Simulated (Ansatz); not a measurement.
The parent structure is Zr in the hcp (Mg type) structure (space group P6_3/mmc, No. 194; a = 3.1847 Å, c = 5.1172 Å).

The values are results of Ansatz (a first-principles code), PBEsol, PAW, cutoff 420 eV, scalar-relativistic without spin-orbit coupling, earlier PAW set, not measurements.

One change was made to it. Results:

The c/a ratio grows by 0.046, from 1.607 to 1.653; the shortest interatomic distance drops by 0.148 Å (3.151 Å → 3.003 Å).

### Question
Name the change that was made.
(A) pressure 1.8 GPa
(B) pressure 60 GPa
(C) pressure 4.2 GPa
(D) pressure 18 GPa

### Answer
D, pressure 18 GPa. For comparison, the c/a ratio in the other runs: pressure 4.2 GPa gives 1.615; pressure 60 GPa gives 1.781; pressure 1.8 GPa gives 1.610.

Load acts through the strain it causes; cell and atoms are relaxed under it. Stability against distortions was not tested. All final runs are without spin polarisation. Measured, Zr leaves this structure (for the ω phase) near 3 GPa (temperature not stated; as listed in C. Cazorla, D. Alfè, M. J. Gillan, Physical Review B (2008)).
